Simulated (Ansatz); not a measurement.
What biaxial strain +2.50 %, plane normal [001], relaxed out of plane does to HfN

Start from HfN in the rock salt structure (space group Fm-3m, No. 225; a = 4.502 Å; relaxed with 0.1 eV smearing). Axes: x, y, z lie along the cube axes.

Now apply this change: tensile biaxial strain of 2.50 % in the plane normal to [001], as in epitaxy on a mismatched substrate; the out-of-plane cell vector and the atoms relax.

Computed with PBEsol in Ansatz (plane waves to 420 eV, PAW, no spin-orbit coupling). k-mesh 22×22×22 (Γ-centred); smearing 0.1 eV (Fermi–Dirac).

```json
[
 {"quantity": "volume per atom", "base": "11.40 Å³", "changed": "11.88 Å³", "shift": "+0.48 Å³"},
 {"quantity": "space group", "base": "Fm-3m (No. 225)", "changed": "I4/mmm (No. 139)", "shift": "–"},
 {"quantity": "shortest interatomic distance", "base": "2.251 Å", "changed": "2.232 Å", "shift": "-0.019 Å"},
 {"quantity": "energy relative to the base (free energy F)", "base": "0 meV/atom", "changed": "+28 meV/atom", "shift": "+28 meV/atom"},
 {"quantity": "pressure (mean of the normal stresses, compression positive)", "base": "0.0 GPa", "changed": "-10.0 GPa", "shift": "-10.0 GPa"},
 {"quantity": "band gap", "base": "zero", "changed": "zero", "shift": "–"},
 {"quantity": "out-of-plane strain", "base": "–", "changed": "-0.85 %", "shift": "–"},
 {"quantity": "ratio −ε⊥/ε∥", "base": "–", "changed": "0.34", "shift": "–"},
 {"quantity": "mean in-plane stress (compression positive)", "base": "–", "changed": "-14.9 GPa", "shift": "–"}
]
```

Final structure (turned so that z lies along the plane normal):

```
CELL_PARAMETERS angstrom
      3.26286     0.00000     0.00000
      0.00000     3.26286     0.00000
      1.63143    -1.63143     2.23180
ATOMIC_POSITIONS crystal
  Hf 0.00000 0.00000 0.00000
  N  0.50000 0.50000 0.00000
```

Whether these cells are dynamically stable was not tested. All final runs are without spin polarisation. An odd electron count without spin: HfN.

Ansatz is a program for electronic structure.
